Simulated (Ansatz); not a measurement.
Consider the following.

```
CELL_PARAMETERS angstrom
      2.74594     0.00000     0.00000
      0.00000     2.74594     0.00000
      0.00000     0.00000     4.18495
ATOMIC_POSITIONS crystal
  Al 0.50000 0.50000 0.50000
  Ti 0.00000 0.00000 0.00000
```

No spin polarisation.

Level of theory: PBE (Ansatz, a first-principles code, PAW, no spin-orbit coupling), earlier PAW set. Settings: 20×20×14 k-points, 0.1 eV Fermi–Dirac smearing.

Q: Predict the band gap and in-plane stress.

A: The band gap is zero and the mean in-plane stress (compression positive) is +5.3 GPa.

The cells carry an imposed strain or load. Stability against distortions was not tested. All final runs are without spin polarisation. The cell was made from TiAl (space group P4/mmm, No. 123) by this change: biaxial strain −2.76 %, plane normal [001], relaxed out of plane.
